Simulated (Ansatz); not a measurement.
We consider TiO₂ (Pbcn, No. 60, 12 atoms in the cell; start mp-1439; high-pressure phase), described by r²SCAN (PAW; Ansatz, a first-principles code).

Run with plane-wave cutoff 560 eV, 8×6×8 k mesh (along the axes of the cell as run), Fermi–Dirac smearing 0.01 eV, no spin polarisation, scalar-relativistic PAW data made under PBE.

Cell (relaxed at this level):

```
CELL_PARAMETERS angstrom
      4.54577     0.00000     0.00000
      0.00000     5.51412     0.00000
      0.00000     0.00000     4.89459
ATOMIC_POSITIONS crystal
  Ti 0.50000 0.67584 0.75000
  Ti 0.50000 0.32416 0.25000
  Ti 0.00000 0.82416 0.25000
  Ti 0.00000 0.17584 0.75000
  O  0.72889 0.61818 0.08085
  O  0.27111 0.38182 0.91915
  O  0.77111 0.88182 0.58085
  O  0.22889 0.11818 0.41915
  O  0.22889 0.88182 0.91915
  O  0.77111 0.11818 0.08085
  O  0.27111 0.61818 0.41915
  O  0.72889 0.38182 0.58085
```

Q: Give the computed band gap.

A: 
- band gap = 3.05 eV (on the SCF k mesh)

Note: the relaxation could not lower the start's symmetry, so the cell can be a saddle point above a distorted one.

The computed numbers hold no vibrational or temperature effects.

It cost very roughly 13 core-minutes of CPU time.

A start named mp-… is a Materials Project structure, which need not be a measured phase.
